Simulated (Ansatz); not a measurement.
```xyz
8
Lattice="5.4371 0.0000 0.0000 0.0000 5.4371 0.0000 2.7186 -2.7186 5.1657" Properties=species:S:1:pos:R:3 pbc="T T T"
Cu     0.0000     0.0000     0.0000
Cu     2.7186     0.0000     2.5829
Zn     5.4371     2.7186     2.5829
Sn     2.7186     2.7186     0.0000
S      1.3050     1.2577     1.3492
S      3.9763     1.4136     3.8165
S      4.1321     4.1794     1.3492
S      6.8980    -1.4136     3.8165
```

No spin polarisation.

All numbers come from LDA (Ansatz, a program for electronic structure, PAW, no spin-orbit coupling). Γ-centred 9×9×9 mesh, Fermi–Dirac width 0.05 eV.

Q: Predict the pressure (mean of the normal stresses, compression positive).

A: -1.3 GPa.

Q: Estimate the band gap.

A: Zero.

Q: What is the computed space group?

A: I-4 (No. 82).

The cells carry an imposed strain or load. No phonon test of stability was made. The final runs are not spin-polarised. The cell was made from ZnCu2SnS4 (space group I-4, No. 82) by this change: biaxial strain +2.25 %, plane normal [001], relaxed out of plane. Gaps under 0.05 eV, about the width of the smearing, are given as zero. A zero or small gap of ZnCu2SnS4 can be the functional's error rather than a property of the material.
